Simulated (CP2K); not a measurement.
A self-consistent single point of Ca (Fm-3m, 1 atom in the cell) with CP2K

Computed with PBEsol, GPW, DZVP-MOLOPT-PBE-GTH basis, GTH-PBE potentials (POTENTIAL_UZH) run with CP2K.

The input file:

```
&GLOBAL
  PROJECT ca
  RUN_TYPE ENERGY_FORCE
  PRINT_LEVEL MEDIUM
&END GLOBAL
&FORCE_EVAL
  METHOD Quickstep
  STRESS_TENSOR ANALYTICAL
  &DFT
    BASIS_SET_FILE_NAME BASIS_MOLOPT_UZH
    POTENTIAL_FILE_NAME POTENTIAL_UZH
    &QS
      METHOD GPW
      EPS_DEFAULT 1E-11
    &END QS
    &MGRID
      CUTOFF 500
      REL_CUTOFF 50
      NGRIDS 5
    &END MGRID
    &SCF
      SCF_GUESS ATOMIC
      EPS_SCF 1E-6
      MAX_SCF 100
      ADDED_MOS 4
      &DIAGONALIZATION
        ALGORITHM STANDARD
      &END DIAGONALIZATION
      &MIXING
        METHOD BROYDEN_MIXING
        ALPHA 0.2
        NBUFFER 12
      &END MIXING
      &SMEAR ON
        METHOD GAUSSIAN
        SIGMA [eV] 0.1
      &END SMEAR
    &END SCF
    &KPOINTS
      SCHEME MONKHORST-PACK 5 5 5
    &END KPOINTS
    &XC
      &XC_FUNCTIONAL
        &PBE
          PARAMETRIZATION PBESOL
        &END PBE
      &END XC_FUNCTIONAL
    &END XC
    &PRINT
      &MO
        EIGENVALUES T
        OCCUPATION_NUMBERS T
        NDIGITS 8
        FILENAME mo
        &EACH
          QS_SCF 0
        &END EACH
        ADD_LAST NUMERIC
      &END MO
      &MULLIKEN ON
      &END MULLIKEN
    &END PRINT
  &END DFT
  &SUBSYS
    &CELL
      A 3.95749300 0.00000000 0.00000000
      B 1.97874600 3.42728900 0.00000000
      C 1.97874600 1.14243000 3.23127900
      PERIODIC XYZ
    &END CELL
    &COORD
      SCALED
      Ca       0.00000000     0.00000000     0.00000000
    &END COORD
    &KIND Ca
      BASIS_SET DZVP-MOLOPT-PBE-GTH-q10
      POTENTIAL GTH-PBE-q10
    &END KIND
  &END SUBSYS
  &PRINT
    &FORCES ON
    &END FORCES
    &STRESS_TENSOR ON
    &END STRESS_TENSOR
  &END PRINT
&END FORCE_EVAL
```

Output, abridged:

```
 GLOBAL| Method name                                                        CP2K
 GLOBAL| Project name                                                         ca
 GLOBAL| Run type                                                   ENERGY_FORCE

 CELL| Volume [angstrom^3]:                                            43.827363
 CELL| Vector a [angstrom]:       3.957     0.000     0.000   |a| =     3.957493
 CELL| Vector b [angstrom]:       1.979     3.427     0.000   |b| =     3.957492
 CELL| Vector c [angstrom]:       1.979     1.142     3.231   |c| =     3.957492
 CELL| Angle (b,c), alpha [degree]:                                    59.999997
 CELL| Angle (a,c), beta  [degree]:                                    60.000003
 CELL| Angle (a,b), gamma [degree]:                                    60.000003
 CELL| Numerically orthorhombic:                                              NO
 CELL| Periodicity                                                           XYZ

 DFT| Spin restricted Kohn-Sham (RKS) calculation                            RKS
 DFT| Multiplicity                                                             1
 DFT| Number of spin states                                                    1
 DFT| Charge                                                                   0
 DFT| XC density smoothing                                                  NONE
 DFT| XC derivatives                                                          PW

 QS| Method:                                                                 GPW
 QS| Density plane wave grid type                        NON-SPHERICAL FULLSPACE
 QS| Number of grid levels:                                                    5
 QS| Density cutoff [a.u.]:                                                250.0
 QS| Multi grid cutoff [a.u.]: 1) grid level                               250.0
   [... lines left out ...]
 BRILLOUIN| Wavefunction type                                            COMPLEX
 BRILLOUIN| List of Kpoints [2 Pi/Bohr]                                       63
 BRILLOUIN| Number           Weight            X              Y              Z
 BRILLOUIN|     1           0.01600       -0.40000       -0.40000       -0.40000
 BRILLOUIN|     2           0.01600       -0.40000       -0.40000       -0.20000
 BRILLOUIN|     3           0.01600       -0.40000       -0.40000        0.00000
   [... 60 lines left out ...]
 *******************************************************************************

 Extrapolation method: initial_guess

 Re-scaling the density matrix to get the right number of electrons
                  # Electrons              Trace(P)               Scaling factor
                           10                10.000                        1.000

 Number of electrons:                                                         10
 Number of occupied orbitals:                                                  5
 Number of molecular orbitals:                                                 9

 Number of orbital functions:                                                 14
 Number of independent orbital functions:                                     14
 SCF WAVEFUNCTION OPTIMIZATION

  Step     Update method      Time    Convergence         Total energy    Change
     1 NoMix/Diag. 0.20E+00      -     0.76497016       -36.7653243573 -3.68E+01
     2 Broy./Diag. 0.20E+00      -     0.00261120       -36.5339788258  2.31E-01
     3 Broy./Diag. 0.20E+00      -     0.00852582       -36.6310906550 -9.71E-02
     4 Broy./Diag. 0.20E+00      -     0.00069775       -36.6670879741 -3.60E-02
     5 Broy./Diag. 0.20E+00      -     0.00064968       -36.6569274706  1.02E-02
     6 Broy./Diag. 0.20E+00      -     0.00001529       -36.6544463928  2.48E-03
     7 Broy./Diag. 0.20E+00      -     0.00001939       -36.6550619886 -6.16E-04
     8 Broy./Diag. 0.20E+00      -     0.00000033       -36.6550900244 -2.80E-05
  *** SCF run converged in     8 steps ***

  Electronic density on regular grids:        -10.0000000000        0.0000000000
  Core density on regular grids:               10.0000000000       -0.0000000000
  Total charge density on r-space grids:       -0.0000000000
  Total charge density g-space grids:          -0.0000000000

  Overlap energy of the core charge distribution:               0.00000000000000
  Self energy of the core charge distribution:                -77.41893472813348
  Core Hamiltonian energy:                                     17.90040673632299
  Hartree energy:                                              27.87737581928083
  Exchange-correlation energy:                                 -5.01347511998484
  Smearing free energy correction:                             -0.00046273228475
  Fermi energy:                                                 0.14812366918060

  Total energy:                                               -36.65509002444242
  Total energy (extrapolated to sigma->0):                    -36.65485865830004

                     Mulliken Population Analysis

 #  Atom  Element  Kind  Atomic population                           Net charge
       1     Ca       1         10.000000                             -0.000000
 # Total charge                             10.000000                 -0.000000

 ENERGY| Total FORCE_EVAL ( QS ) energy [hartree]            -36.655078745894279

 FORCES| Atomic forces [hartree/bohr]
 FORCES|   Atom     x               y               z               |f|
 FORCES|      1 -1.08794829E-14  2.15229830E-15 -1.23210082E-14   1.65771765E-14
 FORCES| Sum    -1.08794829E-14  2.15229830E-15 -1.23210082E-14
 FORCES| Total atomic force                                       1.65771765E-14

 STRESS| Analytical stress tensor [bar]
 STRESS|                        x                   y                   z
 STRESS|      x       -8.12039156926E+03   4.11509490645E-02   2.90979048744E-02
 STRESS|      y        4.11509490645E-02  -8.12067295118E+03  -5.10294058050E-03
 STRESS|      z        2.90979048744E-02  -5.10294058050E-03  -8.12063818705E+03
 STRESS| 1/3 Trace                                            -8.12056756917E+03
```

The run converged in 8 iterations.

The starting cell has typed, rounded lattice constants, without a prior relaxation at this level. Its lattice was rescaled by up to half a per cent. Values carry the incompleteness of an atom-centred basis. The potentials were made for another functional than the one used.
